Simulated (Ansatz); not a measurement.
Abridged Ansatz (a first-principles code) output:

```
Relaxation: its limit of steps is 50 (relax.max_steps)
Pseudopotential: Rh, paw, valence charge 17
Crystal: 1 atoms, lattice volume = 12.879 Å³
Basis set: ecut = 500 eV, 333 PW (Γ), exchange–correlation on 80×80×80 points (64 copies of the dense FFT grid, shifted against one another)
Bands: 13, of which v1, the nominal top of the filled ones, is band 9 counted from 1 (8 counted from 0)
Symmetry: 12 space group operations
k-points: 2496 of 27000
Functional: x = r2scan, c = r2scan; τ floored in thin density (d = 2e-4 eV/Å³)
SCF iter   1: F=—  HF=-6415.528193 eV  |F-HF|=—  |Δ(HF+E_count)|=         —  Δρ=9.98e-2  dr2=1.14e0  dr2_τ=2.22e-2  ethr=3.10e-3  ⟨swp⟩=5.3  Hψ=178662  notcnv=0
SCF iter   2: F=—  HF=-6415.206884 eV  |F-HF|=—  |Δ(HF+E_count)|=   3.21e-1  Δρ=3.93e-2  dr2=1.54e-1  dr2_τ=2.46e-2  ethr=3.10e-3  ⟨swp⟩=2.9  Hψ=75084  notcnv=0
SCF 1 converged in 7 iterations: F = -6415.232017 eV  dr2 = 4.94e-9
relax step   1: F+E_penalty+E_count = -6415.23201676 eV  Δ(F+E_penalty+E_count) = +0.000e0 eV  max|allowed force component| = 0.000e0 eV/Å  Δτ_max = 0.0000 Å  P = +23.169 GPa  Ω = 12.879 Å³  fix = [a, b, gamma]  reactions: a +33.604, b +33.604 GPa  (7 SCF iters, dr2 threshold 1.00e-7 eV, accepted)
[... steps on the carried basis left out ...]
relax step   4: F+E_penalty+E_count = -6415.23238176 eV  Δ(F+E_penalty+E_count) = -1.779e-7 eV  max|allowed force component| = 0.000e0 eV/Å  Δτ_max = 0.0000 Å  P = +21.840 GPa  Ω = 12.932 Å³  energy of the carried Pulay correction = -1.146e-5 eV  fix = [a, b, gamma]  reactions: a +32.759, b +32.759 GPa  (3 SCF iters, dr2 threshold 1.49e-9 eV, accepted)
Crystal: 1 atoms, lattice volume = 12.932 Å³
SCF iter   1: F=—  HF=-6415.232042 eV  |F-HF|=—  |Δ(HF+E_count)|=         —  Δρ=6.93e-4  dr2=1.08e-6  dr2_τ=1.40e-8  ethr=6.11e-8  ⟨swp⟩=2.9  Hψ=266636  notcnv=0
SCF iter   2: F=—  HF=-6415.232295 eV  |F-HF|=—  |Δ(HF+E_count)|=   2.52e-4  Δρ=3.47e-4  dr2=2.71e-7  dr2_τ=5.91e-6  ethr=6.38e-9  ⟨swp⟩=2.0  Hψ=41851  notcnv=0
SCF 5 converged in 8 iterations: F = -6415.232393 eV  dr2 = 1.71e-14
SCF converged after 8 iterations
Free energy (F): -6415.232393 eV
Internal energy: -6415.193240 eV  (E = F + TS)
E sigma→0 (E₀):  -6415.212817 eV
Entropy (-TS):   -0.039153 eV (-39.153 meV/atom)
Fermi energy:    24.026435 eV
--- Forces (eV/Å), atoms counted from 1 ---
  atom   1  Rh    -0.00000000    -0.00000000     0.00000000
--- Stress (GPa, compression-positive) ---
       32.759574      -0.000000       0.000000
       -0.000000      32.759574      -0.000000
        0.000000      -0.000000       0.004167
  P = ⅓ Tr σ = 21.8411 GPa (218.411 kbar)
--- Relaxed structure (4 steps of the walk, 4 accepted, 1 SCFs on fresh bases) ---
  cell:  # Å, volume = 12.9319 Å³
    - [2.5763353499108135, 2.886755594975529e-11, 3.832932383151241e-11]
    - [1.2881676749304067, 2.231171861705069, 1.9164629265499106e-11]
    - [1.2881676749302702, -0.7437239538824447, 2.249712209781086]
  atoms:
    - { symbol: Rh, position: [0.0, 0.0, 0.0] }
```

Problem. What was computed, and what are the main results?

Solution. Rh, 1 atom in the cell, with r2SCAN (Ansatz, PAW, no spin-orbit coupling), earlier PAW set. The last SCF converged to F = -6415.232393 eV, or -6415.2324 eV per atom, at a pressure of 21.84 GPa. The total energy compares only with runs of the same code, potentials and settings.

The cells carry an imposed strain or load. No phonon test of stability was made. The final runs are not spin-polarised. The cell was made from Rh in the fcc (Cu type) structure (space group Fm-3m, No. 225) by this change: biaxial strain −4.16 %, plane normal [111], relaxed out of plane.

Keys are those of Ansatz 0.2.
